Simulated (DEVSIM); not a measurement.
Device: Ru/HfO2/p-Ge capacitor, at 350 K.

```
layer (left to right)  material  thickness (nm)  Na (cm⁻³)
---------------------  --------  --------------  ---------
1                          HfO2            11.0          -
2                            Ge             700     7.3e17
```

Metal gate on the left, work function 4.7 eV. Fixed charge at the semiconductor interface -3.8e10 cm⁻² (in units of +e); no interface traps.

This is a model device: material constants are rounded textbook-type values typed into the input, and sizes, dopings and lifetimes were drawn at random. Values at 300 K; Nc and Nv go as T^1.5, mobilities as T to minus their exponent, the gap by Varshni's rule with the affinity fixed.

```tsv
parameter	HfO2	Ge
gap (eV)	5.7	0.664
affinity (eV)	2.5	4
permittivity	22	16
Nc (cm⁻³)	-	1.04e19
Nv (cm⁻³)	-	6e18
Varshni α (eV/K)	-	0.000477
Varshni β (K)	-	235
```

Simulated with DEVSIM: 1D Poisson equation in equilibrium, Boltzmann statistics, complete ionisation; no quantum confinement or tunnelling. Metal contacts follow the ideal Schottky-Mott rule: no Fermi-level pinning, no interface dipoles.

Question: Tabulate band edges, carrier densities and field at 0.55 V on the gate.

Answer: Energies count from the Fermi level of the right contact; mesh points crowd at the junctions.

```csv
x (μm),Ec (eV),Ev (eV),n (cm⁻³),p (cm⁻³),field (V/cm)
0.000,1.650,-4.050,< 1e2,< 1e2,150000
0.001042,1.665,-4.035,< 1e2,< 1e2,150000
0.002816,1.691,-4.009,< 1e2,< 1e2,150000
0.005500,1.730,-3.970,< 1e2,< 1e2,150000
0.009078,1.782,-3.918,< 1e2,< 1e2,150000
0.01048,1.803,-3.897,< 1e2,< 1e2,150000
0.01136,0.318,-0.327,3.5e14,1.5e14,190000
0.01351,0.357,-0.287,9.4e13,5.5e14,180000
0.01705,0.414,-0.230,1.4e13,3.7e15,150000
0.02402,0.496,-0.148,9.3e11,5.6e16,90000
0.03679,0.561,-0.084,1.1e11,4.7e17,21000
0.07695,0.574,-0.071,7.2e10,7.3e17,32
0.1417,0.574,-0.071,7.2e10,7.3e17,≈ 0
0.2691,0.574,-0.071,7.2e10,7.3e17,≈ 0
0.5144,0.574,-0.071,7.2e10,7.3e17,≈ 0
0.6116,0.574,-0.071,7.2e10,7.3e17,≈ 0
0.6610,0.574,-0.071,7.2e10,7.3e17,≈ 0
0.6852,0.574,-0.071,7.2e10,7.3e17,≈ 0
0.7014,0.574,-0.071,7.2e10,7.3e17,≈ 0
0.7067,0.574,-0.071,7.2e10,7.3e17,≈ 0
0.7094,0.574,-0.071,7.2e10,7.3e17,≈ 0
0.7110,0.574,-0.071,7.2e10,7.3e17,≈ 0
```
